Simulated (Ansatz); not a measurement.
# fcc Pt (0 0 1) on cubic SrTiO3 (0 0 1) (film strained to the substrate, started from cuts of the bulks and a machine-learned relaxation; slabs Sr4O10Ti3 and Pt12, which can lie off the formulas)

A periodic stack without vacuum, fcc Pt (0 0 1) on cubic SrTiO3 (0 0 1) (film strained to the substrate, started from cuts of the bulks and a machine-learned relaxation; slabs Sr4O10Ti3 and Pt12, which can lie off the formulas): substrate slab Sr4O10Ti3, film Pt12, surface cells [[0, 1], [-1, 0]] and [[0, -1], [2, 1]], film strained by -0.8 and -0.8 %, outermost planes OSr/OSr and Pt/Pt as cut, which need not be the usual terminations and can put a slab off its formula.

The start was prepared with a machine-learned potential, and the result is one local minimum, with the in-plane cell held and forces under 0.04 eV/Å; the film can end far from its bulk form.

The numbers are results of PBE (plane waves to 420 eV, PAW; Ansatz, a program for electronic structure), not measurements. No spin–orbit coupling; the runs are not spin-polarised; PBE gaps are too small against experiment. Its k-point mesh 8×8×1, Fermi–Dirac width 0.05 eV.

* **interface area**: 15.5 Å²
* **period**: 27.60 Å
* **heights between the nearest atoms of the two slabs at the two interfaces**: 2.05 and 2.95 Å
* **Pt–Sr contacts across the interfaces within 1.22 times the sum of covalent radii**: 9, mean 3.56 Å
* **O–Pt contacts across the interfaces within 1.22 times the sum of covalent radii**: 1, mean 2.05 Å

```
CELL_PARAMETERS angstrom
      3.93679     0.00010    -0.00361
      0.00000     3.93647     0.05904
     -1.99477     1.38834    27.62593
ATOMIC_POSITIONS crystal
  Sr 0.06028 0.09085 0.04970
  O  0.55313 0.57044 0.05503
  Sr 0.12786 0.01222 0.19351
  Ti 0.59221 0.54989 0.12025
  O  0.09088 0.53763 0.12730
  O  0.59020 0.03873 0.12732
  O  0.62805 0.50389 0.20124
  Sr 0.19814 0.94141 0.33908
  Ti 0.66421 0.47710 0.26703
  O  0.16444 0.46878 0.27391
  O  0.66349 0.96936 0.27392
  O  0.70444 0.43673 0.34714
  Sr 0.27142 0.87534 0.48040
  Ti 0.73550 0.40649 0.41298
  O  0.24315 0.40402 0.41854
  O  0.74366 0.90437 0.41854
  O  0.78407 0.37024 0.49608
  Pt 0.36572 0.30071 0.65316
  Pt 0.86561 0.80069 0.65317
  Pt 0.82189 0.33745 0.57028
  Pt 0.33136 0.83055 0.58720
  Pt 0.44052 0.23428 0.79871
  Pt 0.94062 0.73402 0.79870
  Pt 0.90347 0.26726 0.72660
  Pt 0.40288 0.76793 0.72540
  Pt 0.51448 0.16638 0.94269
  Pt 0.01422 0.66701 0.94268
  Pt 0.97755 0.20035 0.87080
  Pt 0.47808 0.70011 0.87171
```
